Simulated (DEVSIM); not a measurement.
System: abrupt Si n-p junction, at 350 K.

Layer 1 from the left is Si, thickness (μm) 2.90, Nd (cm⁻³) 5.8e17, τn (s) 0.00012, τp (s) 0.00012. Layer 2 from the left is Si, thickness (μm) 250, Na (cm⁻³) 2.1e16, τn (s) 0.00012, τp (s) 0.00012.

Left contact: ohmic. Right contact: ohmic. Voltage is applied to the left contact. Recombination: SRH at mid-gap, Auger. Mobility is constant in doping.

Constants are typed, rounded textbook-type inputs, not results; the design itself was drawn at random and stands for no fabricated device. Values at 300 K; Nc and Nv go as T^1.5, mobilities as T to minus their exponent, the gap by Varshni's rule with the affinity fixed.

Si: gap (eV) 1.124, affinity (eV) 4.05, permittivity 11.7, Nc (cm⁻³) 2.86e19, Nv (cm⁻³) 3.1e19, μn (cm²/Vs) 1417, μp (cm²/Vs) 470, T exponent of μn 2.3, T exponent of μp 2.2, Cn (cm⁶/s) 2.8e-31, Cp (cm⁶/s) 9.9e-32, Varshni α (eV/K) 0.000473, Varshni β (K) 636.

Model (solved in DEVSIM): 1D drift-diffusion, Boltzmann statistics, complete ionisation; no tunnelling, impact ionisation, image-force lowering or self-heating.

Dark forward current:

```csv
|V| (V),|J| (A/cm²)
0.05,1.257e-8
0.10,7.602e-8
0.15,4.035e-7
0.20,2.109e-6
0.25,1.103e-5
0.30,5.776e-5
0.35,0.0003028
0.40,0.001587
0.45,0.008309
0.50,0.04310
0.55,0.2141
0.60,0.9137
0.65,2.931
0.70,7.079
0.75,13.93
0.80,23.85
0.85,37.07
0.90,53.72
0.95,73.88
1.00,97.62
1.05,125.0
1.10,156.0
1.15,190.6
1.20,228.8
1.25,270.7
1.30,316.2
```

Work out the local ideality factor n = ΔV / (kT/q · ln(J2/J1)) between the rows 0.15 and 0.20 V, 0.30 and 0.35 V, 1.25 and 1.30 V.

kT/q = 30.16 mV. From 0.15 to 0.20 V: ln(2.109e-6/4.035e-7) = 1.654, n = 1.00, near the 1 of diffusion or emission over a barrier. From 0.30 to 0.35 V: ln(0.0003028/5.776e-5) = 1.657, n = 1.00, near the 1 of diffusion or emission over a barrier. From 1.25 to 1.30 V: ln(316.2/270.7) = 0.155, n = 10.67.

Estimate the current at 0.35 V from the Shockley equation with J0 = Σ q ni² D/(N L) coth(W/L), τ joining the SRH, radiative and Auger lifetimes that are on, and W taken as the whole layer.

ni² = 1.43e23 cm⁻⁶; holes in the n layer: μ = 335 cm²/Vs, D = 10.1 cm²/s, τ = 9.75e-6 s, L = 99.2 μm, W/L = 0.029, term 1.37e-9 A/cm²; electrons in the p layer: μ = 994 cm²/Vs, D = 30.0 cm²/s, τ = 0.000119 s, L = 598 μm, W/L = 0.42, term 1.38e-9 A/cm². J0 = 2.75e-9 A/cm², and J = J0 exp(qV/kT) = 0.000302 A/cm². The simulation gives 0.000303 A/cm², the same within the digits that matter. The estimate leaves out recombination in the depletion region and that region's share of W.
